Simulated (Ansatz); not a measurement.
An Ansatz (a quantum-chemistry and plane-wave program) input (PBEsol-D3(BJ) (Ansatz, PAW, without spin-orbit coupling)):

Ansatz 0.2 input:
```yaml
crystal:
  lattice:
    - [2.4775932892, 0, 0]
    - [0, 2.4775932892, 0]
    - [0, 0, 2.4775932892]
  atoms:
    - { symbol: Rh, position: [0.5, 0.5, 0.5] }
basis: { ecutwfc: 420, ecutrho_ratio: 4, xc_grid: 2, fft_grid_basis: typed }
kpoints: { mp_grid: { grid: [19, 19, 19] } }
hamiltonian:
  xc: pbesol
  dispersion: d3bj
  pseudopotentials: { kind: paw }
scf: { occupations: { method: fermi_dirac, width: 0.05 }, convergence: { dr2_threshold: 0.0000000001 } }
output: { forces: true, stress: true }
checkpoint: { write: state.ck, write_every: 1000 }
```

### Question
Which symmetry and how many k-points will the program report, and about how many plane waves at Γ?

### Answer
Space group Pm-3m (ITA 221) with 48 operations, k-points 220 of 6859, and 305 plane waves at Γ.

No phonon test of stability was made. All final runs are without spin polarisation. The cell was made from Bi by this change: Bi → Rh; the result is a hypothetical phase, not in the database extracts checked. Rh has a high density of states at the Fermi level and may be magnetic at this level.
